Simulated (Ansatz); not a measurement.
Input:

```yaml
crystal:
  lattice:
    - [0.02315, 2.69198, 2.69198]
    - [2.69198, 0.02315, 2.69198]
    - [2.71513, 2.71513, 0.00000]
  atoms:
    - { symbol: Cd, position: [0.00000, 0.00000, 0.00000] }
    - { symbol: F, position: [0.24912, 0.24912, 0.25088] }
    - { symbol: F, position: [0.75088, 0.75088, 0.74912] }
```

No spin polarisation.

Calculations: PBEsol/PAW in Ansatz (a first-principles code), no spin-orbit coupling. k-mesh 11×11×11 (Γ-centred); smearing 0.05 eV (Fermi–Dirac).

Task: Predict the band gap, stress and electron mass.

Result: Band gap: 2.95 eV
Stress (xx, yy, zz, yz, xz, xy; compression positive): (0.02, 0.02, 0.02, 0.00, 0.00, -0.35) GPa
Electron mass: 0.37 mₑ (at Γ)

The cells carry an imposed strain or load. Effective masses come from finite differences of ±0.01 Å⁻¹. Stability against distortions was not tested. The cell was made from CdF₂ in the fluorite structure (space group Fm-3m, No. 225) by this change: tensor shear ε_xy = +0.86 %.
